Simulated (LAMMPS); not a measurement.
Pressure dependence of Ni3Al (L1_2) at 2140 K, from the melt.

Model: classical MD, pair style meam, file MoCoNiVFeAlCr_2nn.meam, run in LAMMPS.

| P (GPa) | state | volume | coordination number of Al by Ni | self-diffusion coefficient of Al (not corrected for cell size) | viscosity |
|---|---|---|---|---|---|
| 0 | liquid | 13.702 ± 0.006 Å³/atom | 10.9 (counted to 3.50 Å) | (4.0 ± 0.1) × 10^-5 cm²/s | 3.2 ± 0.4 mPa s |
| 2 | liquid | 13.307 ± 0.007 Å³/atom | 11.1 (counted to 3.50 Å) | (3.3 ± 0.2) × 10^-5 cm²/s | 3.6 ± 0.4 mPa s |
| 5 | liquid | 12.849 ± 0.002 Å³/atom | 11.2 (counted to 3.46 Å) | (2.8 ± 0.2) × 10^-5 cm²/s | - |

Caution (rows 2; 5): a run this short can hold a crystal over, or a liquid under, the potential's own melting point, which these runs don't give.

Caution (row 5): enthalpy drifts during the constant-pressure average: a transition or slow ageing; fluctuation values are void.

Estimate the isothermal bulk modulus at zero pressure. A parabola P(ln V) through the three points gives −dP/d ln V = 60 GPa at zero pressure.

States go by the mean squared displacement: a species diffuses where it passes 1.5 Å², still rises and gives D over 1e-6 cm²/s; a crystal has left its structure where atoms lie 0.35 Å off their sites on average or a cubic box changes its shape by 3 %, or the axial ratios of another lie 8 % off the starting cell's, which the potential's own relaxation can also do.

Errors of D are the spread over four groups of atoms in one short run; a floor of about 5 %, a picked value, is safer.

The ± values are statistical; the model's systematic error is not in them.
